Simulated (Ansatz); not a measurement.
## ZnAu: response to strain

The parent structure is ZnAu in the CsCl type structure (space group Pm-3m, No. 221; a = 3.129 Å; relaxed with 0.1 eV smearing). Axes: x, y, z lie along the cube axes.

Strains are applied to the cell and any free atomic positions relax; under biaxial strain the out-of-plane vector relaxes too.

Method: plane-wave PAW DFT at the PBEsol level (Ansatz, a program for electronic structure, 420 eV), spin-orbit coupling left out.

Notes on the quantities. energy relative to the base: free energy F; pressure: mean of the normal stresses, compression positive.

| case | out-of-plane strain | energy relative to the base | pressure |
|---|---|---|---|
| base | – | 0 meV/atom | 0.0 GPa |
| biaxial strain −2.50 %, plane normal [111], relaxed out of plane | [?] | +14 meV/atom | 3.8 GPa |
| biaxial strain −1.25 %, plane normal [111], relaxed out of plane | +1.32 % | +3.4 meV/atom | 1.9 GPa |
| biaxial strain −0.83 %, plane normal [111], relaxed out of plane | +0.85 % | +1.5 meV/atom | 1.3 GPa |
| biaxial strain −0.42 %, plane normal [111], relaxed out of plane | +0.42 % | +0.4 meV/atom | 0.6 GPa |
| biaxial strain +0.42 %, plane normal [111], relaxed out of plane | -0.38 % | +0.4 meV/atom | -0.6 GPa |
| biaxial strain +0.83 %, plane normal [111], relaxed out of plane | -0.73 % | +1.5 meV/atom | -1.2 GPa |
| biaxial strain +1.25 %, plane normal [111], relaxed out of plane | -1.07 % | +3.3 meV/atom | -1.8 GPa |
| biaxial strain +1.67 %, plane normal [111], relaxed out of plane | -1.40 % | +5.9 meV/atom | -2.4 GPa |
| biaxial strain +2.50 %, plane normal [111], relaxed out of plane | -1.99 % | [?] | -3.5 GPa |

Q: What belongs in the blanks?

A: 
- biaxial strain −2.50 %, plane normal [111], relaxed out of plane, out-of-plane strain: +2.93 %
- biaxial strain +2.50 %, plane normal [111], relaxed out of plane, energy relative to the base: +13 meV/atom

No phonon test of stability was made.
